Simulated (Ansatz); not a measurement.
Take Pb in the fcc (Cu type) structure (space group Fm-3m, No. 225; relaxed with 0.1 eV smearing) as the base.

```yaml
crystal:
  lattice:
    - [0.00000, 2.46707, 2.46707]
    - [2.46707, 0.00000, 2.46707]
    - [2.46707, 2.46707, 0.00000]
  atoms:
    - { symbol: Pb, position: [0.00000, 0.00000, 0.00000] }
```

Cartesian axes are those of the cell as printed.

Computed with PBEsol/PAW in Ansatz (a program for electronic structure), no spin-orbit coupling.

Strains are applied to the cell and any free atomic positions relax; under biaxial strain the out-of-plane vector relaxes too.

One change was made to it. Results:

The energy grows by 5.6 meV/atom; the shortest interatomic distance drops by 0.039 bohr to 6.554 bohr.

Task: Which change produced these results?
A) biaxial strain +2.08 %, plane normal [111], relaxed out of plane
B) biaxial strain +0.83 %, plane normal [111], relaxed out of plane
C) biaxial strain +1.25 %, plane normal [111], relaxed out of plane
D) biaxial strain −1.25 %, plane normal [111], relaxed out of plane

Result: A, biaxial strain +2.08 %, plane normal [111], relaxed out of plane. For comparison, the energy relative to the base in the other runs: biaxial strain −1.25 %, plane normal [111], relaxed out of plane gives +2.4 meV/atom; biaxial strain +1.25 %, plane normal [111], relaxed out of plane gives +2.1 meV/atom; biaxial strain +0.83 %, plane normal [111], relaxed out of plane gives +1.0 meV/atom.

No phonon test of stability was made.
